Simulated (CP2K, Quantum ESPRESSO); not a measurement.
A Quantum ESPRESSO input for a self-consistent single point of Cl2 (Cmce, 4 atoms in the cell) (DFT, PBEsol, plane waves, SSSP 1.1.2 efficiency (PBE) pseudopotentials):

```fortran
&control
    calculation = 'scf'
    prefix = 'Cl2'
    outdir = './tmp'
    pseudo_dir = './'
    tprnfor = .true.
    tstress = .true.
/
&system
    ibrav = 9
    celldm(1) = 12.217238133
    celldm(2) = 0.63031292401
    celldm(3) = 1.28705164542
    nat = 4
    ntyp = 1
    ecutwfc = 40
    ecutrho = 320
    occupations = 'smearing'
    smearing = 'fd'
    degauss = 0.0036749
    input_dft = 'pbesol'
/
&electrons
    conv_thr = 1.0d-9
/
ATOMIC_SPECIES
Cl    35.4500  cl_pbe_v1.4.uspp.F.UPF
ATOMIC_POSITIONS angstrom
Cl   -3.232542000   -1.570841023   -5.032062461
Cl   -3.232542000    1.570841023   -3.288834539
Cl   -3.232542000   -0.466671978   -0.871613961
Cl   -3.232542000    0.466671978   -7.449283039
K_POINTS automatic
9 9 4  0 0 0
```

Question: Translate this input to CP2K.

Answer: One input that does it (others would too):

```
&GLOBAL
  PROJECT cl2
  RUN_TYPE ENERGY_FORCE
  PRINT_LEVEL MEDIUM
&END GLOBAL
&FORCE_EVAL
  METHOD Quickstep
  STRESS_TENSOR ANALYTICAL
  &DFT
    BASIS_SET_FILE_NAME BASIS_MOLOPT
    POTENTIAL_FILE_NAME GTH_POTENTIALS
    &QS
      METHOD GPW
      EPS_DEFAULT 1E-10
    &END QS
    &MGRID
      CUTOFF 400
      REL_CUTOFF 50
      NGRIDS 5
    &END MGRID
    &SCF
      SCF_GUESS ATOMIC
      EPS_SCF 1E-7
      MAX_SCF 100
      ADDED_MOS 6
      &DIAGONALIZATION
        ALGORITHM STANDARD
      &END DIAGONALIZATION
      &MIXING
        METHOD BROYDEN_MIXING
        ALPHA 0.2
        NBUFFER 12
      &END MIXING
      &SMEAR ON
        METHOD FERMI_DIRAC
        ELECTRONIC_TEMPERATURE [K] 580.23
      &END SMEAR
    &END SCF
    &KPOINTS
      SCHEME MACDONALD 9 9 4 0 0 0.125
    &END KPOINTS
    &XC
      &XC_FUNCTIONAL
        &PBE
          PARAMETRIZATION PBESOL
        &END PBE
      &END XC_FUNCTIONAL
    &END XC
    &PRINT
      &MO
        EIGENVALUES T
        OCCUPATION_NUMBERS T
        NDIGITS 8
        FILENAME mo
        &EACH
          QS_SCF 0
        &END EACH
        ADD_LAST NUMERIC
      &END MO
      &MULLIKEN ON
      &END MULLIKEN
    &END PRINT
  &END DFT
  &SUBSYS
    &CELL
      ABC 3.82109800 3.82109727 8.32089700
      ALPHA_BETA_GAMMA 90.00000000 90.00000000 64.44752121
      PERIODIC XYZ
    &END CELL
    &COORD
      SCALED
      Cl       0.88548000     0.11452000     0.60475000
      Cl       0.11452000     0.88548000     0.39525000
      Cl       0.61452000     0.38548000     0.10475000
      Cl       0.38548000     0.61452000     0.89525000
    &END COORD
    &KIND Cl
      BASIS_SET DZVP-MOLOPT-SR-GTH
      POTENTIAL GTH-PBE-q7
    &END KIND
  &END SUBSYS
  &PRINT
    &FORCES ON
    &END FORCES
    &STRESS_TENSOR ON
    &END STRESS_TENSOR
  &END PRINT
&END FORCE_EVAL
```

Basis settings and potentials, where a program has them, do not carry over. This input uses DFT PBEsol, GPW, DZVP-MOLOPT-SR-GTH basis, GTH-PBE potentials (GTH_POTENTIALS).

The starting cell comes from a database of computed structures (which also holds hypothetical and non-ambient phases and stackings), without a prior relaxation at this level. Its lattice was rescaled by a random factor within 2.5 % of one.
